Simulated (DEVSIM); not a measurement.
System: TaN/SiO2/p-Ge capacitor, at 300 K.

```
layer (left to right)  material  thickness (nm)  Na (cm⁻³)
---------------------  --------  --------------  ---------
1                          SiO2            17.0          -
2                            Ge            1900     4.8e15
```

Metal gate on the left, work function 4.4 eV. Fixed charge at the semiconductor interface 0 cm⁻² (in units of +e); no interface traps.

Constants are typed, rounded textbook-type inputs, not results; the design itself was drawn at random and stands for no fabricated device. Values at 300 K.

| parameter | SiO2 | Ge |
|---|---|---|
| gap (eV) | 9 | 0.664 |
| affinity (eV) | 0.9 | 4 |
| permittivity | 3.9 | 16 |
| Nc (cm⁻³) | - | 1.04e19 |
| Nv (cm⁻³) | - | 6e18 |

Model (solved in DEVSIM): 1D Poisson equation in equilibrium, Boltzmann statistics, complete ionisation; no quantum confinement or tunnelling. Metal contacts follow the ideal Schottky-Mott rule: no Fermi-level pinning, no interface dipoles.

### Question
Tabulate band edges, carrier densities and field at 0.5 V on the gate.

### Answer
Energies count from the Fermi level of the right contact; mesh points crowd at the junctions.

```tsv
x (μm)	Ec (eV)	Ev (eV)	n (cm⁻³)	p (cm⁻³)	field (V/cm)
0.000	3.000	-6.000	< 1e2	< 1e2	130000
0.001292	3.017	-5.983	< 1e2	< 1e2	130000
0.003974	3.051	-5.949	< 1e2	< 1e2	130000
0.008783	3.113	-5.887	< 1e2	< 1e2	130000
0.01448	3.186	-5.814	< 1e2	< 1e2	130000
0.01637	3.211	-5.789	< 1e2	< 1e2	130000
0.01747	0.120	-0.544	1.0e17	4.4e9	31000
0.02049	0.129	-0.535	7.1e16	6.1e9	28000
0.02598	0.143	-0.521	4.1e16	1.1e10	24000
0.03794	0.169	-0.495	1.5e16	2.9e10	20000
0.06564	0.218	-0.446	2.2e15	2.0e11	16000
0.1581	0.344	-0.320	1.8e13	2.5e13	11000
0.3258	0.456	-0.208	2.3e11	1.9e15	3000
0.6912	0.480	-0.184	9.2e10	4.8e15	21
1.435	0.480	-0.184	9.1e10	4.8e15	≈ 0
1.704	0.480	-0.184	9.1e10	4.8e15	≈ 0
1.820	0.480	-0.184	9.1e10	4.8e15	≈ 0
1.873	0.480	-0.184	9.1e10	4.8e15	≈ 0
1.902	0.480	-0.184	9.1e10	4.8e15	≈ 0
1.911	0.480	-0.184	9.1e10	4.8e15	≈ 0
1.915	0.480	-0.184	9.1e10	4.8e15	≈ 0
1.917	0.480	-0.184	9.1e10	4.8e15	≈ 0
```
